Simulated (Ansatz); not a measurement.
# Element substitutions in AlBiO3

The reference is AlBiO3 (space group R3c, No. 161; a = 5.363 Å, c = 13.262 Å (hexagonal axes); a cell from a computed database, its experimental status unchecked).

Each row replaces one element on all its sites; cell and atoms are relaxed.

All numbers come from DFT with PBEsol, PAW potentials and a 420 eV plane-wave cutoff in Ansatz (an electronic-structure program), scalar-relativistic without spin-orbit coupling.

```json
[
 {"change": "base", "volume per atom": "11.01 Å³", "band gap": "2.84 eV"},
 {"change": "Al → P", "volume per atom": "15.75 Å³", "band gap": "2.02 eV"},
 {"change": "Al → Mg", "volume per atom": "12.73 Å³", "band gap": "zero"},
 {"change": "O → Te", "volume per atom": "31.14 Å³", "band gap": "0.42 eV"}
]
```

Spin-orbit coupling, missing from the scalar runs, can matter with Bi and Te. Whether these cells are dynamically stable was not tested. As relaxed here, BiPO3, MgBiO3 and AlBiTe3 are hypothetical phases, not in the database extracts checked. All final runs are without spin polarisation. The zero or small gap of MgBiO3 can change with the level of theory.
